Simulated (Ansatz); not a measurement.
We consider CaTiO3 (Pnma, No. 62), described by LDA (Ansatz, a first-principles code, plane waves, PAW).

Numerical settings: plane-wave cutoff 520 eV, 6×6×6 k mesh, Fermi–Dirac smearing 0.01 eV, no spin polarisation, scalar-relativistic PAW data made under PBE.

Shape and atoms are relaxed at each volume.

The direct gap at Γ against volume; x = 100 ln(V/10.680 Å³). One gap is withheld.

```csv
V (Å³/atom),x,gap (eV)
10.253,-4.08,2.494
10.467,-2.01,2.465
10.680,0.00,2.435
10.894,1.98,2.405
11.107,3.92,?
```

### Question
Fit a straight line to the rows shown, give the volume deformation potential and predict the withheld gap.

### Answer
Means of the 4 rows: x̄ = -1.027, ȳ = 2.4497 eV. Σ(x − x̄)(y − ȳ) = -0.2998 and Σ(x − x̄)² = 20.384, so the slope is -0.0147 eV per unit of x, and dE_g/d ln V = -1.5 eV. At x = 3.92: 2.4497 + (-0.0147) × (3.92 − (-1.027)) = 2.377 eV. The run gives 2.372 eV, 0.005 eV below the line.

Note: the relaxation could not lower the start's symmetry, so the cell can be a saddle point above a distorted one.
